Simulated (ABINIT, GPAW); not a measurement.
An ABINIT input for a self-consistent single point of Li (Im-3m, 1 atom in the cell) (DFT, PBEsol, plane waves, PAW (JTH v2.0 PBE PAW, files made for PBE)):

```
# Li, JTH v2.0 PBE PAW
pp_dirpath "./"
pseudos "Li.GGA_PBE-JTH.xml"
acell 3*1.0
rprim
        -3.1765596956    3.1765596956    3.1765596956
         3.1765596956   -3.1765596956    3.1765596956
         3.1765596956    3.1765596956   -3.1765596956
natom 1
ntypat 1
znucl 3
typat 1
xcart
         0.0000000000    0.0000000000    0.0000000000
      Angstrom
ecut 20
pawecutdg 40
pawxcdev 0
ixc -116133
occopt 7
tsmear 0.136 eV
nband 7
kptopt 1
ngkpt 11 11 11
nshiftk 1
shiftk 0 0 0
nstep 100
toldfe 1.0e-09
prtwf 0
prtden 0
prtvol 1
```

Task: Translate this input to GPAW.

Result: One input that does it (others would too):

```python
from ase import Atoms
from ase.units import GPa
from gpaw import GPAW

atoms = Atoms(['Li'],
              cell=[[-1.680963, 1.680963, 1.680963],
                    [1.680963, -1.680963, 1.680963],
                    [1.680963, 1.680963, -1.680963]],
              scaled_positions=[[0.000000, 0.000000, 0.000000]],
              pbc=True)

calc = GPAW(mode={'name': 'pw', 'ecut': 600},
            xc='PBEsol',
            kpts=(11, 11, 11),
            occupations={'name': 'methfessel-paxton', 'width': 0.136, 'order': 0},
            nbands=-7,
            convergence={'density': 1e-05, 'energy': 1e-05},
            symmetry={'symmorphic': False, 'tolerance': 0.0005},
            maxiter=100)

atoms.calc = calc

energy = atoms.get_potential_energy()
print('Energy (eV):', round(energy, 6))
forces = atoms.get_forces()
print('Forces (eV/Ang):')
print(forces.round(5))
stress = atoms.get_stress()
print('Stress (GPa, Voigt):', (stress / GPa).round(4))
```

Basis settings and potentials, where a program has them, do not carry over. This input uses DFT PBEsol, plane waves, GPAW PAW datasets PBEsol (made by gpaw-setup). Both were run: pressure 0.36 GPa in ABINIT and 1.00 in GPAW.

On GPAW: the starting cell comes from a database of computed structures (which also holds hypothetical and non-ambient phases and stackings), without a prior relaxation at this level. Its lattice was rescaled by a random factor within 2.5 % of one.

On ABINIT: the starting cell comes from a database of computed structures (which also holds hypothetical and non-ambient phases and stackings), without a prior relaxation at this level. Its lattice was rescaled by a random factor within 2.5 % of one. The potentials were made for another functional than the one used.
